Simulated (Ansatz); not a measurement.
**The (21-31) surface of hcp Hf in its 1x1 cell, outermost plane spacing 0.17 Å in the ideal cut**

Level of theory: r2SCAN, at the PBE geometry (plane waves to 500 eV, PAW; Ansatz, an electronic-structure program).

Set-up: 22 atoms, 10.4 Å thick at the start (thin: gaps and levels are the slab's own); mesh 7x5x1; 0.1 eV smearing; dipole correction on; single point; on the structure that PBE left under its start's symmetry; no spin, no spin-orbit, no U.

```yaml
surface energy (mean of both faces): 2.06 J/m²
work_function_of_the_top_face: 3.48 eV
cost: roughly 30 core-minutes
```
